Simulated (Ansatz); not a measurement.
**GaAs, pressure series**

Start from GaAs in the zinc blende structure (space group F-43m, No. 216).

```xyz
2
Lattice="0.0000 2.8014 2.8014 2.8014 0.0000 2.8014 2.8014 2.8014 0.0000" Properties=species:S:1:pos:R:3 pbc="T T T"
Ga     0.0000     0.0000     0.0000
As     1.4007     1.4007     1.4007
```

Cell and atoms are relaxed at each pressure.

The values are results of Ansatz (a quantum-chemistry and plane-wave program), LDA, PAW, cutoff 420 eV, spin-orbit coupling left out, not measurements.

Candidates:
(a) pressure 0.9 GPa
(b) pressure 30 GPa
(c) pressure −1 GPa
(d) pressure 2.1 GPa
(e) pressure 9 GPa

Before the change:

Band gap: 0.49 eV

Order them by band gap, lowest first.

(c) pressure −1 GPa (0.38 eV), (a) pressure 0.9 GPa (0.58 eV), (d) pressure 2.1 GPa (0.69 eV), (b) pressure 30 GPa (0.76 eV), (e) pressure 9 GPa (1.09 eV)

Load acts through the strain it causes; cell and atoms are relaxed under it. No phonon test of stability was made. Measured, GaAs leaves this structure (for a Cmcm phase) near 15 GPa (room temperature; as listed in arXiv:1906.07825).
